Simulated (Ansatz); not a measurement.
InP (F-43m) under hydrostatic pressure: electron conductivity mass by r2SCAN with spin-orbit coupling, rigid bands (plane waves, PAW; Ansatz, a quantum-chemistry and plane-wave program). The unloaded cell, whose axes the loads refer to:

Space group F-43m (No. 216); a = b = c = 5.907 Å, α = β = γ = 90.00°

```tsv
atom	site	symmetry	x	y	z
In	4a	-43m	0.0000	0.0000	0.0000
P	4d	-43m	0.7500	0.7500	0.7500
```
(The calculation used a cell of 2 atoms; values per cell refer to that cell.)

```json
[
 {"hydrostatic pressure (GPa)": "-2", "volume per atom (Å³)": "26.59", "electron conductivity mass (mₑ)": "0.0720"},
 {"hydrostatic pressure (GPa)": "0", "volume per atom (Å³)": "25.77", "electron conductivity mass (mₑ)": "0.0838"},
 {"hydrostatic pressure (GPa)": "2", "volume per atom (Å³)": "25.07", "electron conductivity mass (mₑ)": "?"},
 {"hydrostatic pressure (GPa)": "10", "volume per atom (Å³)": "23.01", "electron conductivity mass (mₑ)": "0.126"}
]
```

### Question
Fit a straight line to ln(electron conductivity mass) against the load over the rows given, and predict the row at 2 GPa.

### Answer
The means are x̄ = 2.667 GPa and ȳ = -2.3940; Σ(x − x̄)(y − ȳ) = 3.699 and Σ(x − x̄)² = 82.67, so the slope is 4.47 % per GPa, and the rows given lie within 3.4 % of the line. At 2 GPa the line gives 0.0886 mₑ; the calculation gives 0.0937 mₑ, 5.5 % from it, so the trend bends or changes character over this range.

Masses are for dilute carriers at 300 K, harmonic means over directions unless an axis is named. Stresses and pressures are the targets of the relaxation. The structure type is held at every load. Geometry: cell and atoms relaxed with r2SCAN.
